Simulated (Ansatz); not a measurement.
**HgTe in the zinc blende structure (space group F-43m, No. 216)**

```cif
data_HgTe
_chemical_formula_sum 'Hg1 Te1'
_space_group_name_H-M_alt 'P 1'
_space_group_IT_number 1
_cell_length_a 4.64766
_cell_length_b 4.64766
_cell_length_c 4.64766
_cell_angle_alpha 60.000
_cell_angle_beta 60.000
_cell_angle_gamma 60.000
loop_
_space_group_symop_operation_xyz
  'x, y, z'
loop_
_atom_site_label
_atom_site_type_symbol
_atom_site_fract_x
_atom_site_fract_y
_atom_site_fract_z
_atom_site_occupancy
Hg1 Hg 0.00000 0.00000 0.00000 1
Te1 Te 0.25000 0.25000 0.25000 1
```

All numbers come from plane-wave PAW DFT at the r2SCAN level (Ansatz, an electronic-structure program, 500 eV), scalar-relativistic without spin-orbit coupling. Settings: 12×12×12 k-points, 0.05 eV Fermi–Dirac smearing.

The volume per atom is 35.49 Å³, the density is 7.68 g/cm³ and the band gap is zero. The total energy is -10411.522 eV/atom (σ→0; compares only within this code and set-up).

Spin-orbit coupling, missing from the scalar runs, can matter with Hg and Te. Whether these cells are dynamically stable was not tested. The final runs are not spin-polarised. The zero or small gap of HgTe can change with the level of theory.
